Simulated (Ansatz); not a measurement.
Cell and atoms of amorphous Si24O48Ta:

```xyz
73
Lattice="10.3270 0.0000 0.0000 0.0000 10.3270 0.0000 0.0000 0.0000 10.3270" Properties=species:S:1:pos:R:3 pbc="T T T"
Si     7.3017     3.0905     4.2677
Si     3.7537     7.1743     2.8826
Si     5.3093     1.7038     9.7997
Si     1.7189     2.1028     1.2530
Si     6.7397     5.2482     6.5596
Si     2.9860     8.8655     5.1544
Si     1.5872     9.0243     9.6380
Si     5.3360     1.7341     2.6135
Si     2.6796     2.4290     8.6915
Si     3.9151     8.4823     8.9572
Si     0.2110     7.6446     5.8603
Si     0.0399     3.2088     3.3570
Si     7.2410     0.2048     4.1853
Si     5.5098     6.7832     0.5521
Si     2.0150     9.6381     2.4622
Si    10.0526    10.1326     7.4310
Si     0.6754     2.3770     6.2343
Si     1.9299     4.8839     2.0315
Si     0.6089     6.2226     9.8527
Si     4.8899     4.4162     8.9294
Si     9.7165     5.0040     7.3425
Si     9.4803     8.8128     3.2050
Si     8.3561     7.6366     0.6927
Si     7.5302     9.9040     8.9535
O      4.9105     8.1672    10.2314
O      1.6250     2.2054     9.9409
O      4.8363     5.5315    10.1080
O      9.9631     7.7581     4.3426
O      6.4386     6.7250     5.9335
O      4.9298     1.7428     1.0428
O      8.1103     5.2721     7.4421
O      1.9907     2.3284     7.2158
O      2.9119     5.7931     2.9393
O      4.4517     7.5251     7.7468
O      1.0265     9.9919     8.3810
O      5.1567     6.8443     2.1426
O      0.9338     2.7155     4.6521
O      0.0246     0.8881     6.2573
O      8.7734    10.1472     3.8090
O      2.9365     8.3368     2.0688
O      9.6944     6.8156     0.3752
O      8.1918     8.9567    10.0839
O      7.1088     6.6441     0.4071
O      2.5958     3.4001     1.7770
O      6.2425     3.0709     3.0117
O      9.6718     8.6708     6.7953
O      6.4680     0.6125     9.5734
O      0.5554     4.6907     2.8926
O      0.2772     2.2177     2.0504
O      4.0801     9.5507     6.1296
O      8.7419     0.3659     8.2302
O      2.3659     9.8918     4.0596
O      8.3892     8.0735     2.2530
O      2.4062     0.6922     1.6967
O      5.4741     4.8991     7.5028
O      8.7981     3.3512     3.7023
O      1.7859     8.0756     5.9118
O      0.4334     9.2971     2.3351
O      5.8550     3.1760     9.3810
O      1.3035     7.4315     9.0180
O      3.9759     7.7179     4.4208
O      1.6496     5.5708     0.5888
O      6.6208     9.3559     5.0943
O      3.3444     3.9236     8.7584
O      9.9554     3.4993     6.7856
O      7.2576     1.6243     5.0046
O      0.0560     6.1047     6.3395
O      6.7027     9.0282     7.8413
O      3.9478     1.3779     8.9156
O      0.0671     5.0885     8.8183
O      6.8655     4.2188     5.3251
O      6.3065     0.4026     2.8507
Ta     5.6660     8.3839     6.4222
```

Calculation: PBE, scalar-relativistic without spin-orbit coupling (plane waves to 420 eV, PAW; Ansatz, a program for electronic structure). The usual formal charges leave 5 electrons over, so the level spacing at the Fermi energy parts defect or band states and needn't be the band gap. In the spin-polarised cell the level spacing at the Fermi energy can part levels of unlike spin.

A CHGNet melt-quench gave the starting glass, which DFT then relaxed. O atoms were pushed apart under 1.9 Å during the dynamics, to hinder bonds among them. The hot cell started wider than the set density and was brought back towards it in steps. It is the lowest in DFT energy of 2 quenches. It is a model cell: composition and starting density were chosen by hand, and all elements were melted together. No dispersion term was used. Its density started from a set value of 2.45 and ended at 2.45 g/cm³. The quench (nominally 400 K/ps over its main leg) was far faster than any real one, so the model tends to hold more defects than a real film. A cell of this size samples the disorder only roughly. The volume was held where the preparation left it, at a PBE pressure of 1.8 GPa. Stress components on the final sampling reach 2.2 GPa.

Neighbours within Si-Si 2.60 Å, Si-O 1.90 Å, Si-Ta 2.78 Å, O-O 1.58 Å, O-Ta 2.60 Å, Ta-Ta 3.12 Å count as bonded. Two cations that share two anions don't count as bonded, nor two that share one unless they lie closer than Si-Si 2.38 Å, Si-Ta 2.71 Å, Ta-Ta 3.04 Å.

Give the coordination numbers, mean bond lengths and angles.


The mean coordination of Si by anions is 3.79 (2 with 2, 1 with 3, 21 with 4); 2 close contacts or bonds to cations besides and the mean coordination of O is 2.00 (48 with 2). The mean coordination of Ta by anions comes out as 5.00 (1 with 5). The mean Si-O bond is 1.632 Å (spread 0.019 Å, 91 counted), the mean O-Ta bond is 1.930 Å (spread 0.051 Å, 5 counted) and the mean Si-Si bond is 2.485 Å (spread 0.000 Å, 1 counted). The bond angle at Si is mean 109.3°, spread 4.1° and the bond angle at O comes out as mean 138.8°, spread 14.0°. The bond angle at Ta is mean 107.3°, spread 27.1°.

Which atoms depart from the most common coordination of their element?

Si7 has 3 (O35 1.68 Å, O60 1.73 Å, Si10 2.49 Å); Si8 has 3 (O30 1.62 Å, O45 1.66 Å, O72 1.66 Å); Si10 has 3 (O34 1.63 Å, O25 1.65 Å, Si7 2.49 Å).
